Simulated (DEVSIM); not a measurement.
Device: abrupt Si p-n junction, at 250 K.

Layer 1 from the left is Si, thickness (μm) 7.10, Na (cm⁻³) 2.4e17, τn (s) 3e-7, τp (s) 3e-7. Layer 2 from the left is Si, thickness (μm) 270, Nd (cm⁻³) 2.4e16, τn (s) 3e-7, τp (s) 3e-7.

Left contact: ohmic. Right contact: ohmic. Voltage is applied to the left contact. Recombination: SRH at mid-gap, radiative, Auger. Mobility is μmin + (μ − μmin)/(1 + (N/Nref)^α).

The device is made up for the run: typed textbook-type constants, with dimensions and the other settings drawn at random. Values at 300 K; Nc and Nv go as T^1.5, mobilities as T to minus their exponent, the gap by Varshni's rule with the affinity fixed.

Si: gap (eV) 1.124, affinity (eV) 4.05, permittivity 11.7, Nc (cm⁻³) 2.86e19, Nv (cm⁻³) 3.1e19, μn (cm²/Vs) 1417, μp (cm²/Vs) 470, μn,min 52, μp,min 45, Nref,n 9.7e16, Nref,p 2.2e17, αn 0.68, αp 0.72, T exponent of μn 2.3, T exponent of μp 2.2, B (cm³/s) 4.7e-15, Cn (cm⁶/s) 2.8e-31, Cp (cm⁶/s) 9.9e-32, Varshni α (eV/K) 0.000473, Varshni β (K) 636.

Model (solved in DEVSIM): 1D drift-diffusion, Boltzmann statistics, complete ionisation; no tunnelling, impact ionisation, image-force lowering or self-heating.

Dark forward current:

```tsv
|V| (V)	|J| (A/cm²)
0.05	6.661e-11
0.10	2.713e-10
0.15	9.447e-10
0.20	3.188e-9
0.25	1.071e-8
0.30	3.625e-8
0.35	1.252e-7
0.40	4.549e-7
0.45	1.861e-6
0.50	9.512e-6
0.55	6.440e-5
0.60	0.0005426
0.65	0.005118
0.70	0.05015
0.75	0.4621
0.80	2.828
0.85	8.633
0.90	16.91
0.95	26.67
1.00	37.42
1.05	48.95
1.10	61.14
1.15	73.93
1.20	87.28
1.25	101.2
1.30	115.7
```

**Question.** Work out the local ideality factor n = ΔV / (kT/q · ln(J2/J1)) between the rows 0.10 and 0.15 V, 0.65 and 0.70 V, 1.25 and 1.30 V.

**Answer.** kT/q = 21.54 mV. From 0.10 to 0.15 V: ln(9.447e-10/2.713e-10) = 1.248, n = 1.86, near the 2 of recombination in the depletion region. From 0.65 to 0.70 V: ln(0.05015/0.005118) = 2.282, n = 1.02, near the 1 of diffusion or emission over a barrier. From 1.25 to 1.30 V: ln(115.7/101.2) = 0.134, n = 17.34.

**Question.** Estimate the current at 0.65 V from the Shockley equation with J0 = Σ q ni² D/(N L) coth(W/L), τ joining the SRH, radiative and Auger lifetimes that are on, and W taken as the whole layer.

**Answer.** ni² = 6.36e15 cm⁻⁶; electrons in the p layer: μ = 807 cm²/Vs, D = 17.4 cm²/s, τ = 2.99e-7 s, L = 22.8 μm, W/L = 0.31, term 1.07e-16 A/cm²; holes in the n layer: μ = 595 cm²/Vs, D = 12.8 cm²/s, τ = 3.00e-7 s, L = 19.6 μm, W/L = 14, term 2.78e-16 A/cm². J0 = 3.85e-16 A/cm², and J = J0 exp(qV/kT) = 0.00491 A/cm². The simulation gives 0.00512 A/cm²; the estimate lies 4.1 % below. The estimate leaves out recombination in the depletion region and that region's share of W.
